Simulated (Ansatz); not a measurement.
For B20 (FeSi-type) MnSi, revPBE (Ansatz, a program for electronic structure, plane waves, PAW) gives:

| Quantity | Result |
|---|---|
| equilibrium lattice constant a | 4.538 Å |
| bulk modulus | 200 GPa |
| cohesive energy | 4.25 eV/atom |
| magnetic moment | 1.01 μB |

### Question
What does r²SCAN+rVV10 in Ansatz (PAW) give for the same quantities?

### Answer

- lattice constant a: 4.547 Å (rises by 0.2 %)
- bulk modulus: 189 GPa (shrinks by 5.5 %)
- cohesive energy: 4.51 eV/atom (goes up by 0.26 eV/atom)
- magnetic moment: 2.18 μB (grows by 1.17 μB)

For comparison: lattice constant a 4.560 Å (measured, temperature not stated, no zero-point or thermal correction; as tabulated in Wikipedia's data pages); bulk modulus 167 GPa (measured, room temperature, not corrected to a static lattice; as tabulated in Study of the compressibility of FeSi, MnSi, and CoS2 (JETP Letters), abstract).

Changes are worked out from the printed values.

Unless a cell is named, each level is at its own relaxed cell (revPBE 11.68, r²SCAN+rVV10 11.75 Å³/atom).

Spin-polarised runs: revPBE (parallel moments), r²SCAN+rVV10 (parallel moments).

Ansatz's density-functional and Hartree–Fock values are scalar-relativistic unless marked +SOC, with PAW data made under PBE.
